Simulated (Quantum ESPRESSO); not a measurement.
Predicting one run from its neighbours: the pressure against the volume, TiB2 (P6/mmm, 3 atoms in the cell)

```
CELL_PARAMETERS angstrom
      2.95119     0.00000     0.00000
     -1.47559     2.55580     0.00000
      0.00000     0.00000     3.14902
ATOMIC_POSITIONS crystal
  Ti 0.00000 0.00000 0.00000
  B  0.33333 0.66667 0.50000
  B  0.66667 0.33333 0.50000
```

Computed with PBE, SSSP 1.1.2 efficiency (PBE) pseudopotentials (plane waves; Quantum ESPRESSO 7.5).

Base settings: ecutwfc = 50 Ry; ecutrho = 400 Ry; occupations = smearing; smearing = methfessel-paxton; degauss = 0.0073499 Ry; potentials = {Ti: ti_pbe_v1.4.uspp.F.UPF, B: b_pbe_v1.4.uspp.F.UPF}; K_POINTS = automatic 10 10 8 0 0 0; conv_thr = 1e-10 Ry.

The starting cell comes from a database of computed structures (which also holds hypothetical and non-ambient phases and stackings), without a prior relaxation at this level. Its lattice was rescaled by a random factor within 2.5 % of one. Spin polarisation is off. In the cell shown, with a pressure of about 23 GPa the cell is away from its equilibrium volume at this level.

Murnaghan's equation with B′ set to 4 (a common value, assumed and not fitted) makes the pressure a straight line in x = (V₁/V)⁴, here with V₁ = 7.917 Å³/atom: P = a + b·x. The rows are the cell shown with its lattice scaled (for instance lattice scaled by 0.97, lattice scaled by 0.985, lattice scaled by 1.015, lattice scaled by 1.03); fractional positions and shape were held. Pulay stress at this cutoff, if any, shifts all pressures roughly alike and V₀ with them.

| volume (Å³/atom) | (V₁/V)⁴ | pressure (GPa) |
|---|---|---|
| 8.651 | 0.7014 | -2.79 |
| 8.279 | 0.8362 | 8.89 |
| 7.917 | 1.0000 | 22.87 |
| 7.566 | 1.1989 | ? |
| 7.226 | 1.4410 | 59.30 |

**Question.** Fit the line to the 4 rows given and predict the withheld one.

**Answer.** Means: x̄ = 0.99465, ȳ = 22.067. Σ(x − x̄)(y − ȳ) = 26.00 and Σ(x − x̄)² = 0.3104, so b = 83.78 and a = ȳ − b·x̄ = -61.265; P = 0 at x₀ = −a/b = 0.7313, so V₀ = V₁·x₀^(−1/4) = 8.56 Å³/atom and B₀ = 4·b·x₀ = 245 GPa (for B′ = 4 and held positions). The largest residual of the fitted rows is 0.36. At x = 1.1989 the line gives 39.18 GPa. The run gave 39.52 GPa, a miss of 0.34 GPa. The rows were chosen because the form fits them, the withheld one included, so this shows the method and is no test of the form.

Left out of this page: 5 runs of the series outside the window shown, repeating another row's setting, or not comparable.
